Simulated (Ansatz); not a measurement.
Start from CuI in the zinc blende structure (space group F-43m, No. 216; a = 6.0793 Å).

(Cell as relaxed with PBE.)

Levels (all Ansatz, a first-principles code, PAW): PBE (420 eV, spin-orbit coupling left out); r2SCAN (500 eV, no spin-orbit coupling).

Each level relaxes its own structure.

```tsv
quantity	PBE	r2SCAN
volume per atom	28.09 Å³	27.31 Å³
lattice parameter a	6.079 Å	6.023 Å
band gap	1.10 eV	1.67 eV
gap character	direct at Γ	direct at Γ
electron mass	0.15 mₑ	0.18 mₑ
hole mass (degenerate bands, along [100])	0.22, 0.75, 0.75 mₑ	0.29, 0.71, 0.71 mₑ
```

PBE's volume per atom lies 0.773 Å³ above r2SCAN's (2.8 %); PBE's lattice parameter a lies 0.056 Å above r2SCAN's (0.9 %); PBE's band gap lies 0.57 eV below r2SCAN's; the two agree on the gap character. Neither level is exact; r2SCAN is the comparison here, not a measurement.

Spin-orbit coupling, missing from the scalar runs, can matter with I. Effective masses come from finite differences of ±0.01 Å⁻¹. No phonon test of stability was made. All final runs are without spin polarisation.
